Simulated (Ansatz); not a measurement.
Consider GaCuSe2 in the chalcopyrite structure (space group I-42d, No. 122).

```yaml
crystal:
  lattice:
    - [-2.83588, 2.83588, 5.63132]
    - [2.83588, -2.83588, 5.63132]
    - [2.83588, 2.83588, -5.63132]
  atoms:
    - { symbol: Ga, position: [0.50000, 0.50000, 0.00000] }
    - { symbol: Ga, position: [0.25000, 0.75000, 0.50000] }
    - { symbol: Cu, position: [0.00000, 0.00000, 0.00000] }
    - { symbol: Cu, position: [0.75000, 0.25000, 0.50000] }
    - { symbol: Se, position: [0.87500, 0.88122, 0.50622] }
    - { symbol: Se, position: [0.11878, 0.62500, 0.99378] }
    - { symbol: Se, position: [0.37500, 0.36878, 0.49378] }
    - { symbol: Se, position: [0.63122, 0.12500, 0.00622] }
```

Computed with Ansatz (a quantum-chemistry and plane-wave program), PBE, PAW, cutoff 420 eV, no SOC.

For the base:

| Property | Value |
|---|---|
| Pressure | 0.0 GPa |

It is then changed as follows: the cell is scaled by 0.9925 in all directions; the atoms relax in the strained cell.

Task: What does the calculation give for the energy relative to the base, valence-band top at Γ and pressure after the change?

Result: The energy grows by 2.2 meV/atom; the valence-band top at Γ (three highest levels, from the VBM) comes out as 0.00, -0.10, -0.10 eV; the pressure (mean of the normal stresses, compression positive) goes from zero to 1.4 GPa.

The levels and masses belong to the bands next to the band gap. Stability against distortions was not tested. The final runs are not spin-polarised.
